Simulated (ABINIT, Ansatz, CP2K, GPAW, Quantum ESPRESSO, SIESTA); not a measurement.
## One structure in several programs: CaC2 (Pnnm, 6 atoms in the cell)

Self-consistent single point.

```
CaC2
1.0
    4.40723     0.00000     0.00000
    0.00000     5.90435     0.00000
    0.00000     0.00000     3.89734
Ca C
2 4
Direct
  0.00000   0.00000   0.00000
  0.50000   0.50000   0.50000
  0.88666   0.56447   0.00000
  0.11334   0.43553   0.00000
  0.38666   0.93553   0.50000
  0.61334   0.06447   0.50000
```

Shared settings, as Ansatz (a first-principles code) writes them: kpoints.mp_grid.grid = 4 3 5; scf.occupations.method = fixed. Potentials and cutoffs stand in the table.

| code | model | pressure (GPa) | largest force (eV/Å) | gap on the mesh (eV) | cutoff |
|---|---|---|---|---|---|
| ABINIT | PBEsol, norm-conserving pseudopotentials (PseudoDojo nc-sr-04 PBEsol standard) | -2.31 | 0.178 | 2.775 | 82 Ry |
| SIESTA | GGA PBEsol, numerical atomic orbitals TZP, PseudoDojo PBEsol standard norm-conserving potentials (rewritten from UPF to PSML) | 4.26 | 1.655 | 3.374 | grid 350 Ry |
| Quantum ESPRESSO | PBEsol, GBRV 1.5 ultrasoft (PBESOL) pseudopotentials | -2.25 | 0.269 | 2.776 | 40 Ry |
| Ansatz | PBEsol, PAW files made with PBE | -2.63 | 0.041 | 2.780 | default |
| CP2K | PBEsol, GPW, DZVP-MOLOPT-SR-GTH basis, GTH-PBE potentials (GTH_POTENTIALS) | -2.00 | 0.581 | 2.693 | grid 500 Ry |
| GPAW | PBEsol, GPAW PAW datasets PBEsol (made by gpaw-setup) | – | 0.058 | 2.785 | 900 eV |

A dash marks a value that a program does not give, or that is left out as unsure.

Gaps are read on the mesh.

The spread over the programs that give each value: pressure within 6.89 GPa; largest force within 1.614 eV/Å; gap on the mesh within 0.681 eV.

SIESTA and CP2K use small atom-centred bases, whose incompleteness enters pressures, forces and empty levels differently from a plane-wave cutoff. Ansatz's pressure is given at a fixed set of plane waves, as the other plane-wave codes print theirs; with its correction for the finite basis it is -2.51 GPa. The pressure of GPAW is left out: its cutoff lies under the one at which its stress was checked. In the pressure, SIESTA (by 6.57) lies more than 1 GPa from the median of the plane-wave programs. In the gap, SIESTA (by 0.596) lies more than 0.12 eV from the median of the plane-wave programs. In the force vectors, SIESTA (by 1.546), Quantum ESPRESSO (by 0.157), Ansatz (by 0.126) and CP2K (by 0.470) lie more than 0.08 eV/Å from the median of the plane-wave programs.

The starting cell comes from a database of computed structures (which also holds hypothetical and non-ambient phases and stackings), without a prior relaxation at this level.

Keys are those of Ansatz 0.2.
